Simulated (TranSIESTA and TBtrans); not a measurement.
**Ge chain with one Ta atom in place of Ge**

Device: Ge chain with one Ta atom in place of Ge. Leads: straight Ge chain, spacing 2.28 Å. Geometry: 3 atoms about the centre moved by SIESTA (PBE, DZP) to a largest force of 0.03 eV/Å, all others as built, motion along the axis alone. Transport runs along z; the first 6 and the last 6 of the 21 atoms are the lead cells, repeated to infinity.

```xyz
21
Lattice="9.000 0.000 0.000 0.000 9.000 0.000 0.000 0.000 47.950" Properties=species:S:1:pos:R:3 pbc="F F T"
Ge     4.500     4.500     0.000
Ge     4.500     4.500     2.280
Ge     4.500     4.500     4.560
Ge     4.500     4.500     6.840
Ge     4.500     4.500     9.120
Ge     4.500     4.500    11.400
Ge     4.500     4.500    13.680
Ge     4.500     4.500    15.960
Ge     4.500     4.500    18.240
Ge     4.500     4.500    20.451
Ta     4.500     4.500    22.834
Ge     4.500     4.500    25.216
Ge     4.500     4.500    27.430
Ge     4.500     4.500    29.710
Ge     4.500     4.500    31.990
Ge     4.500     4.500    34.270
Ge     4.500     4.500    36.550
Ge     4.500     4.500    38.830
Ge     4.500     4.500    41.110
Ge     4.500     4.500    43.390
Ge     4.500     4.500    45.670
```
Starting moments (μB): atom 11 +1.

Method: TranSIESTA and TBtrans, PBE, SZP numerical orbitals (energy shift 0.15 eV), PseudoDojo norm-conserving scalar-relativistic potentials, mesh cutoff 200 Ry, 300 K, spin-polarised (collinear), no spin-orbit coupling; self-consistent non-equilibrium Green functions.

* **Conductance at 300 K (G0 = 2e²/h)**: 2.22
* **Mean T from −0.5 to 0.5 eV**: 2.23
* **Spin polarisation of the conductance, (up − down)/(up + down)**: 0.08

Energies count from the leads' Fermi level. Transmissions are for each spin. The energy step is 0.01 eV; narrower resonances are cut or missed.

```csv
E (eV),T up,T down,lead channels up,down
-2.00,0.28,0.25,1,1
-1.90,0.30,0.27,1,1
-1.80,0.31,0.28,1,1
-1.70,0.32,0.29,1,1
-1.60,0.34,0.30,1,1
-1.50,0.35,0.31,1,1
-1.40,0.35,0.32,1,1
-1.30,1.28,1.61,band edge,band edge
-1.20,2.32,2.23,3,3
-1.10,2.37,2.04,3,3
-1.00,2.38,1.96,3,3
-0.90,2.39,1.94,3,3
-0.80,2.39,1.95,3,3
-0.70,2.40,1.97,3,3
-0.60,2.40,1.98,3,3
-0.50,2.40,2.00,3,3
-0.40,2.41,2.01,3,3
-0.30,2.44,2.02,3,3
-0.20,2.28,2.02,3,3
-0.10,2.37,2.04,3,3
0.00,2.39,2.05,3,3
0.10,2.40,2.07,3,3
0.20,2.41,2.09,3,3
0.30,2.41,2.11,3,3
0.40,2.41,2.13,3,3
0.50,2.41,2.15,3,3
0.60,2.41,2.17,3,3
0.70,2.41,2.19,3,3
0.80,2.40,2.21,3,3
0.90,2.40,2.22,3,3
1.00,2.39,2.23,3,3
1.10,2.39,2.24,3,3
1.20,2.38,2.24,3,3
1.30,2.37,2.24,3,3
1.40,2.36,2.24,3,3
1.50,2.35,2.24,3,3
1.60,2.34,2.25,3,3
1.70,2.32,2.19,3,3
1.80,2.30,2.20,3,3
1.90,2.27,2.19,3,3
2.00,2.25,2.18,3,3
```

Moments were seeded on the central atoms alone, and one start was tried. The straight chain is held at its spacing; free chains may zigzag or dimerise. Spin-orbit coupling, left out here, matters for the heavy atoms.
